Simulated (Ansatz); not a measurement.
# TiAl3 (I4/mmm, No. 139)

Level of theory: r²SCAN in Ansatz (PAW).

Numerical settings: plane-wave cutoff 560 eV, 20×20×20 k mesh, Fermi–Dirac smearing 0.05 eV, no spin polarisation, scalar-relativistic PAW data made under PBE.

Cell (relaxed at this level):

Space group I4/mmm (No. 139); a = 3.824 Å, b = 3.824 Å, c = 8.561 Å, α = 90.00°, β = 90.00°, γ = 90.00°

| atom | site | symmetry | x | y | z |
|---|---|---|---|---|---|
| Ti | 2a | 4/mmm | 0.0000 | 0.0000 | 0.0000 |
| Al | 2b | 4/mmm | 0.0000 | 0.0000 | 0.5000 |
| Al | 4d | -4m2 | 0.0000 | 0.5000 | 0.2500 |
(The calculation used a cell of 4 atoms; values per cell refer to that cell.)

```
Property                                      Value
------------------------------------------  -------
bulk modulus                                115 GPa
band gap                                       none
pressure derivative B′ of the bulk modulus      4.0
```

Note: the bulk modulus comes from volumes at which shape and atoms were relaxed.

Ansatz is an electronic-structure program.
